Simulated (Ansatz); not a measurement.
We consider Ta2O5 (within 0.1 Å of C2/m, No. 12, 7 atoms in the cell; start mp-1218141), described by r²SCAN+rVV10 (plane waves, PAW; Ansatz, a first-principles code).

Input:

Ansatz 0.2 input:
```yaml
crystal:
  lattice:
    - [3.8195265645, 0.0048377297, -0.2738291807]
    - [-0.0035588569, 3.8692154335, 0.0186424719]
    - [-1.4449722785, -0.0713932386, 6.6098891683]
  atoms:
    - { symbol: Ta, position: [0.8517359038, 0.0268084548, 1.0533851756] }
    - { symbol: Ta, position: [0.5597159871, 0.9731870157, 0.4694635513] }
    - { symbol: O, position: [0.8553342771, 0.5080090917, 1.0605940991] }
    - { symbol: O, position: [0.5560299013, 0.4919881742, 0.4622680459] }
    - { symbol: O, position: [0.3908821433, 0.0015177227, 0.1317210484] }
    - { symbol: O, position: [1.0205372999, 0.9984812411, 0.3911315188] }
    - { symbol: O, position: [0.7057644876, -0.0000017003, 0.7614265609] }
basis:
  ecutwfc: 560
  ecutrho_ratio: 4
  xc_grid: 3
kpoints:
  mp_grid: { grid: [10, 10, 4] }
  band_path:
    path:
      - [0.0, 0.0, 0.0]
      - [0.0, -0.0625, 0.0]
      - [0.0, -0.125, 0.0]
      - [0.0, -0.1875, 0.0]
      - [0.0, -0.25, 0.0]
      - [0.0, -0.3125, 0.0]
      - [0.0, -0.375, 0.0]
      - [0.0, -0.4375, 0.0]
      - [0.0, -0.5, 0.0]
      - [-0.5, 0.0, 0.0]
      - [-0.4375, 0.0, 0.0]
      - [-0.375, 0.0, 0.0]
      - [-0.3125, 0.0, 0.0]
      - [-0.25, 0.0, 0.0]
      - [-0.1875, 0.0, 0.0]
      - [-0.125, 0.0, 0.0]
      - [-0.0625, 0.0, 0.0]
      - [0.0, 0.0, -0.125]
      - [0.0, 0.0, -0.25]
      - [0.0, 0.0, -0.375]
      - [0.0, 0.0, -0.5]
      - [0.5, 0.5, -0.5]
      - [0.458333, 0.458333, -0.458333]
      - [0.416667, 0.416667, -0.416667]
      - [0.375, 0.375, -0.375]
      - [0.333333, 0.333333, -0.333333]
      - [0.291667, 0.291667, -0.291667]
      - [0.25, 0.25, -0.25]
      - [0.208333, 0.208333, -0.208333]
      - [0.166667, 0.166667, -0.166667]
      - [0.125, 0.125, -0.125]
      - [0.083333, 0.083333, -0.083333]
      - [0.041667, 0.041667, -0.041667]
      - [0.0625, 0.0, -0.0625]
      - [0.125, 0.0, -0.125]
      - [0.1875, 0.0, -0.1875]
      - [0.25, 0.0, -0.25]
      - [0.3125, 0.0, -0.3125]
      - [0.375, 0.0, -0.375]
      - [0.4375, 0.0, -0.4375]
      - [0.5, 0.0, -0.5]
      - [0.0, 0.5, -0.5]
      - [0.0, 0.444444, -0.444444]
      - [0.0, 0.388889, -0.388889]
      - [0.0, 0.333333, -0.333333]
      - [0.0, 0.277778, -0.277778]
      - [0.0, 0.222222, -0.222222]
      - [0.0, 0.166667, -0.166667]
      - [0.0, 0.111111, -0.111111]
      - [0.0, 0.055556, -0.055556]
      - [0.041667, -0.041667, 0.0]
      - [0.083333, -0.083333, 0.0]
      - [0.125, -0.125, 0.0]
      - [0.166667, -0.166667, 0.0]
      - [0.208333, -0.208333, 0.0]
      - [0.25, -0.25, 0.0]
      - [0.291667, -0.291667, 0.0]
      - [0.333333, -0.333333, 0.0]
      - [0.375, -0.375, 0.0]
      - [0.416667, -0.416667, 0.0]
      - [0.458333, -0.458333, 0.0]
      - [0.5, -0.5, 0.0]
    npoints: 1
hamiltonian:
  xc: r2scan
  dispersion: rvv10
  pseudopotentials: { kind: paw }
scf:
  occupations: { method: fermi_dirac, width: 0.01 }
  convergence: { dr2_threshold: 0.0000000007 }
output:
  forces: true
  stress: true
  eigenvalues: true
  write_bands: true
```

Excerpt of the program's output:

```
Crystal: 7 atoms, lattice volume = 96.159 Å³
Basis set: ecut = 560 eV, 2907 PW (Γ), exchange–correlation on 90×90×162 points (27 copies of the dense FFT grid, shifted against one another)
Bands: 35, of which v1, the nominal top of the filled ones, is band 28 counted from 1 (27 counted from 0)
Symmetry: 1 space group operations
Space group: P1 (ITA 1), of the structure as read, at distance tolerance 4.6e-5 Å
k-points: 204 of 400 (time reversal used)
Functional: x = r2scan, c = r2scan + rvv10(b = 11.95, C = 0.0093); τ floored in thin density (d = 2e-4 eV/Å³)
SCF iter   1: F=—  HF=-22732.870496 eV  |F-HF|=—  |Δ(HF+E_count)|=         —  Δρ=9.28e-3  dr2=9.23e-2  dr2_τ=4.48e-1
SCF iter   2: F=—  HF=-22732.954735 eV  |F-HF|=—  |Δ(HF+E_count)|=   8.42e-2  Δρ=5.25e-3  dr2=1.33e-2  dr2_τ=4.60e-3
  ...
SCF iter  10: F=—  HF=-22732.954485 eV  |F-HF|=—  |Δ(HF+E_count)|=  9.46e-11  Δρ=1.83e-6  dr2=3.74e-9  dr2_τ=9.51e-11
SCF iter  11: F=-22732.954485 eV  HF=-22732.954485 eV  |F-HF|=2.91e-11  |Δ(HF+E_count)|=  8.84e-10  Δρ=2.79e-7  dr2=9.10e-11  dr2_τ=4.39e-12
SCF 1 converged in 11 iterations: F = -22732.954485 eV  dr2 = 9.10e-11
SCF converged after 11 iterations
Free energy (F): -22732.954485 eV
Internal energy: -22732.954485 eV  (E = F + TS)
E sigma→0 (E₀):  -22732.954485 eV
Fermi energy:    8.139456 eV
--- Forces (eV/Å), atoms counted from 1 ---
  atom   1  Ta    -0.00024372     0.00004260     0.00192461
  atom   2  Ta    -0.00015490    -0.00004975    -0.00155497
  atom   3  O     -0.00002612     0.00002370     0.00025016
  atom   4  O      0.00017892    -0.00001518    -0.00041419
  atom   5  O      0.00032251    -0.00014071    -0.00025601
  atom   6  O      0.00000593     0.00011760     0.00037063
  atom   7  O     -0.00006215     0.00002371    -0.00007356
--- Stress (GPa, compression-positive) ---
        0.011185      -0.000133      -0.001116
       -0.000129       0.002275       0.001647
       -0.001117       0.001648       0.006748
  P = ⅓ Tr σ = 0.0067 GPa (0.067 kbar)
```

The PAW data were made under PBE.

Computing time: very roughly 3 core-minutes.

A start named mp-… is a Materials Project structure, which need not be a measured phase.
